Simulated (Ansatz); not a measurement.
## GaCl₃ (within 0.1 Å of C2/m, No. 12, 8 atoms in the cell; start mp-571266)

Method: PBEsol (plane waves, PAW; Ansatz, a program for electronic structure).

Numerical settings: plane-wave cutoff 500 eV, 8×8×6 k mesh (along the axes of the cell as run), gaussian smearing 0.02 eV, scalar-relativistic PAW data made under PBE.

Cell (relaxed at this level):

Space group P-1 (No. 2); a = 6.9658 Å, b = 6.9791 Å, c = 7.2162 Å, α = 61.83°, β = 61.15°, γ = 60.13°

```
atom  site  symmetry       x       y       z
----  ----  --------  ------  ------  ------
Ga      2i         1  0.8434  0.2272  0.0872
Cl      2i         1  0.1998  0.4414  0.1577
Cl      2i         1  0.7650  0.0003  0.0001
Cl      2i         1  0.6915  0.1870  0.4306
```

band gap: 4.11 eV (on the SCF k mesh)

Spin–orbit coupling is not included.

Computing time: very roughly 30 core-minutes.

A start named mp-… is a Materials Project structure, which need not be a measured phase.
